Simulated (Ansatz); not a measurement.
Response to strain in TiO2

Consider TiO2 in the anatase structure (space group I4_1/amd, No. 141; a = 3.739 Å, c = 9.455 Å). Axes: x, y, z lie along a, b, c of the conventional cell.

Strains are applied to the cell and any free atomic positions relax; under biaxial strain the out-of-plane vector relaxes too.

Calculations: Kohn–Sham DFT with the LDA functional, run in Ansatz (an electronic-structure program) with PAW and 420 eV plane waves, spin-orbit coupling left out.

```json
[
 {"case": "base", "shortest interatomic distance": "1.911 Å", "out-of-plane strain": "–"},
 {"case": "biaxial strain −3.00 %, plane normal [001], relaxed out of plane", "shortest interatomic distance": "1.877 Å", "out-of-plane strain": "+5.19 %"},
 {"case": "biaxial strain −2.40 %, plane normal [001], relaxed out of plane", "shortest interatomic distance": "1.883 Å", "out-of-plane strain": "+4.11 %"},
 {"case": "biaxial strain −1.80 %, plane normal [001], relaxed out of plane", "shortest interatomic distance": "1.890 Å", "out-of-plane strain": "?"},
 {"case": "biaxial strain −1.20 %, plane normal [001], relaxed out of plane", "shortest interatomic distance": "1.897 Å", "out-of-plane strain": "?"},
 {"case": "biaxial strain −0.60 %, plane normal [001], relaxed out of plane", "shortest interatomic distance": "?", "out-of-plane strain": "?"}
]
```

**Question.** Complete the table.

**Answer.** 
- biaxial strain −1.80 %, plane normal [001], relaxed out of plane, out-of-plane strain: +3.03 %
- biaxial strain −1.20 %, plane normal [001], relaxed out of plane, out-of-plane strain: +1.99 %
- biaxial strain −0.60 %, plane normal [001], relaxed out of plane, shortest interatomic distance: 1.904 Å
- biaxial strain −0.60 %, plane normal [001], relaxed out of plane, out-of-plane strain: +0.97 %

No phonon test of stability was made. All final runs are without spin polarisation.
